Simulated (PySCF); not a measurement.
PySCF 2.14.0, CCSD (frozen core)/def2-svp: CC1=CC[Si@@H]1F, 13 atoms. The geometry is a generated start, not checked to be a minimum at this level.

```json
{
 "task": "ccsd",
 "basis": "def2-svp",
 "two_electron_scheme": "exact four-centre integrals",
 "frozen_core": "true",
 "mf.init_guess": "minao (default)",
 "mf.DIIS": "CDIIS (default)",
 "mf.diis_space": "8 (default)",
 "mf.conv_tol": "1e-09 (default)",
 "basis functions (reference run)": "123"
}
```

On 4 threads, 1 BLAS thread. Build: conda-forge: OpenMP (GNU), OpenBLAS with its own threads, libcint, Libxc. Each setting ran once; only counts and results are compared.

Values of mol.max_memory tried: 8000 MB, 4000 MB, 2000 MB, 1000 MB, 500 MB, 300 MB, 200 MB.

Problem. Which of these memory settings still run, and by which path?

Solution. It runs down to 200 MB, the lowest tried, with the same result. At 8000 MB: SCF integrals in memory, transformation in memory. From 1000 MB down: SCF integrals in memory, transformation through a file. From 300 MB down: direct SCF, transformation through a file.

| mol.max_memory | path | peak memory |
|---|---|---|
| 8000 MB | SCF integrals in memory, transformation in memory | 1.3 GiB |
| 4000 MB | SCF integrals in memory, transformation in memory | 1.3 GiB |
| 2000 MB | SCF integrals in memory, transformation in memory | 1.3 GiB |
| 1000 MB | SCF integrals in memory, transformation through a file | 1.5 GiB |
| 500 MB | SCF integrals in memory, transformation through a file | 1.5 GiB |
| 300 MB | direct SCF, transformation through a file | 1.3 GiB |
| 200 MB | direct SCF, transformation through a file | 1.3 GiB |

Peak memory is the kernel's count for the largest process, libraries included and scratch files not. The peak passes the setting at 1000 MB, 500 MB, 300 MB, 200 MB: it is no hard cap.
